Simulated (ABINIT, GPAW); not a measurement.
An ABINIT input for a self-consistent single point of SrAg3Pd2 (P6/mmm, 6 atoms in the cell) (DFT, PBEsol, plane waves, PAW (JTH v2.0 PBE PAW, files made for PBE)):

```
# SrAg3Pd2, JTH v2.0 PBE PAW
pp_dirpath "./"
pseudos "Sr.GGA_PBE-JTH.xml, Ag.GGA_PBE-JTH.xml, Pd.GGA_PBE-JTH.xml"
acell 5.4376081941 5.4376081941 4.4650370000 Angstrom
rprim
         1.0000000000   -0.0000000083    0.0000000000
        -0.4999999928    0.8660254079    0.0000000000
         0.0000000000    0.0000000000    1.0000000000
natom 6
ntypat 3
znucl 38 47 46
typat 1 2 2 2 3 3
xcart
         0.0000000000    0.0000000000    0.0000000000
         5.1377951299   -0.0000000426    4.2188485332
         2.5688976018    4.4494610807    4.2188485332
        -2.5688975281    4.4494611232    4.2188485332
         0.0000000491    5.9326148026    0.0000000000
         5.1377951545    2.9663073587    0.0000000000
ecut 48 Ry
pawecutdg 96 Ry
pawxcdev 0
ixc -116133
occopt 7
tsmear 0.00734986
nband 51
kptopt 1
ngkpt 6 6 6
nshiftk 1
shiftk 0 0 0
nstep 60
tolvrs 1.0e-11
prtwf 0
prtden 0
prtvol 1
```

### Question
Translate this input to GPAW.

### Answer
This is the input that was run; spellings and numerical settings could be chosen otherwise.

```python
from ase import Atoms
from ase.units import GPa
from gpaw import GPAW

atoms = Atoms(['Sr', 'Ag', 'Ag', 'Ag', 'Pd', 'Pd'],
              cell=[[5.437608, 0.000000, 0.000000],
                    [-2.718804, 4.709107, 0.000000],
                    [0.000000, 0.000000, 4.465037]],
              scaled_positions=[[0.000000, 0.000000, 0.000000],
                                [0.500000, 0.000000, 0.500000],
                                [0.500000, 0.500000, 0.500000],
                                [0.000000, 0.500000, 0.500000],
                                [0.333333, 0.666667, 0.000000],
                                [0.666667, 0.333333, 0.000000]],
              pbc=True)

calc = GPAW(mode={'name': 'pw', 'ecut': 550},
            xc='PBEsol',
            kpts={'size': (6, 6, 6), 'gamma': True},
            occupations={'name': 'methfessel-paxton', 'width': 0.2, 'order': 0},
            nbands=-14,
            convergence={'density': 1e-05},
            symmetry={'symmorphic': False, 'tolerance': 0.0005},
            maxiter=120,
            txt='-')

atoms.calc = calc

energy = atoms.get_potential_energy()
print('Energy (eV):', round(energy, 6))
forces = atoms.get_forces()
print('Forces (eV/Ang):')
print(forces.round(5))
stress = atoms.get_stress()
print('Stress (GPa, Voigt):', (stress / GPa).round(4))
```

Basis, cutoffs, solver keys and any potentials are the target program's own. This input uses DFT PBEsol, plane waves, GPAW PAW datasets PBEsol (made by gpaw-setup). Both were run: pressure 2.76 GPa in ABINIT and 2.97 in GPAW.

On GPAW: the starting cell comes from a database of computed structures (which also holds hypothetical and non-ambient phases and stackings), without a prior relaxation at this level. For this run, on top of that: lattice scaled by 0.98. Spin polarisation is off.

On ABINIT: the starting cell comes from a database of computed structures (which also holds hypothetical and non-ambient phases and stackings), without a prior relaxation at this level. For this run, on top of that: lattice scaled by 0.98. Spin polarisation is off. The potentials were made for another functional than the one used.
